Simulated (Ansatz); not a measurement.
The cell is built on a prototype and need not be the phase stable at ambient conditions.

Tunnelling through a barrier is set by its complex band structure: the current falls as exp(−2κd) with the smallest κ.

Data:

```
Ga2O3
1.0
    3.01586     0.00000     0.00000
   -1.50793     2.61181     0.00000
    0.00000     0.00000     6.80728
Ga O
2 3
Direct
  0.33333   0.66667   0.20665
  0.66667   0.33333   0.79335
  0.00000   0.00000   0.00000
  0.33333   0.66667   0.68581
  0.66667   0.33333   0.31419
```

Space group of this cell: P-3m1. The cell was relaxed by PBE-D3(BJ); by r2SCAN its mean pressure is -5.2 GPa.

Transport runs along the normal of the first two printed cell vectors.

No gap correction and no spin-orbit coupling; mid-gap values are interpolated between computed energies.

Question: Predict the band gap and the smallest decay constant κ at mid-gap from r2SCAN (Ansatz, a program for electronic structure).

Answer: Gap 2.81 eV on a 12×12×6 mesh; κ = 0.232 1/Å, at the zone centre.
